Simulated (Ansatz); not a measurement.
The reference is GaAs in the zinc blende structure (space group F-43m, No. 216; a = 5.6656 Å). Axes: x, y, z lie along the cube axes.

Method: Ansatz (a quantum-chemistry and plane-wave program) r2SCAN, without spin-orbit coupling, earlier PAW set.

For the base:

- Pressure: 0.00 GPa
- Band gap: 0.97 eV
- Gap character: direct at Γ

The change: biaxial strain +2.50 %, plane normal [001], relaxed out of plane (Cartesian); in-plane vectors clamped, the third vector and the atoms free.

Problem. What happens to the pressure?

Solution. The pressure (mean of the normal stresses, compression positive) goes from zero to -1.90 GPa.

Problem. What does the calculation give for the band gap after the change?

Solution. The band gap drops by 0.40 eV to 0.57 eV.

Problem. Estimate the effect on the gap character.

Solution. The gap character stays direct at Γ.

No phonon test of stability was made. k-point labels follow each cell's own Brillouin zone.
